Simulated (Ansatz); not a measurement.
Take Ag in the fcc (Cu type) structure (space group Fm-3m, No. 225; relaxed with 0.1 eV smearing) as the base.

```
CELL_PARAMETERS angstrom
      0.00000     2.05231     2.05231
      2.05231     0.00000     2.05231
      2.05231     2.05231     0.00000
ATOMIC_POSITIONS crystal
  Ag 0.00000 0.00000 0.00000
```

Cartesian axes are those of the cell as printed.

Level of theory: r2SCAN in Ansatz (plane waves to 500 eV, PAW, without spin-orbit coupling), earlier PAW set.

For the base:

- Pressure = 0.0 GPa

The change: biaxial strain −1.80 %, plane normal [001], relaxed out of plane (Cartesian); in-plane vectors clamped, the third vector and the atoms free.

**Question.** What does the calculation give for the out-of-plane strain, pressure and energy relative to the base after the change?

**Answer.** The out-of-plane strain amounts to +2.62 %; the pressure (mean of the normal stresses, compression positive) goes from zero to 1.2 GPa; the energy rises by 3.3 meV/atom.

Whether these cells are dynamically stable was not tested.

Ansatz is an electronic-structure program.
